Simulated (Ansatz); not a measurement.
Hypothetical P4_2/mnm MgO: response to strain

Start from MgO (space group P4_2/mnm, No. 136; a hypothetical phase, not in the database extracts checked).

```
CELL_PARAMETERS angstrom
      5.51026     0.00000     0.00000
      0.00000     5.51026     0.00000
      0.00000     0.00000     3.27633
ATOMIC_POSITIONS crystal
  Mg 0.32052 0.67948 0.00000
  Mg 0.67948 0.32052 0.00000
  Mg 0.82052 0.82052 0.50000
  Mg 0.17948 0.17948 0.50000
  O  0.31658 0.31658 0.00000
  O  0.68342 0.68342 0.00000
  O  0.18342 0.81658 0.50000
  O  0.81658 0.18342 0.50000
```

Cartesian axes are those of the cell as printed.

Strains are applied to the cell and any free atomic positions relax.

Levels (all Ansatz, a first-principles code, PAW): PBEsol (420 eV, no spin-orbit coupling); r2SCAN (500 eV, no spin-orbit coupling); HSE06 (420 eV, without spin-orbit coupling).

Band gaps by level, all at the geometries relaxed with PBEsol:

```
case                             PBEsol   r2SCAN    HSE06
------------------------------  -------  -------  -------
base                            3.36 eV  4.12 eV  5.07 eV
isotropic strain −1.76 %        3.61 eV        …        …
uniaxial strain ε_zz = −0.82 %  3.41 eV        …        …
```

Task: Some entries are withheld; estimate them.

Result: 
- isotropic strain −1.76 %, r2SCAN: 4.39 eV
- isotropic strain −1.76 %, HSE06: 5.36 eV
- uniaxial strain ε_zz = −0.82 %, r2SCAN: 4.17 eV
- uniaxial strain ε_zz = −0.82 %, HSE06: 5.13 eV

Single points use the geometry relaxed with PBEsol. The hybrid gap comes from the SCF mesh plus the semilocal run's edge points and a few special points and is an upper bound. Whether these cells are dynamically stable was not tested.
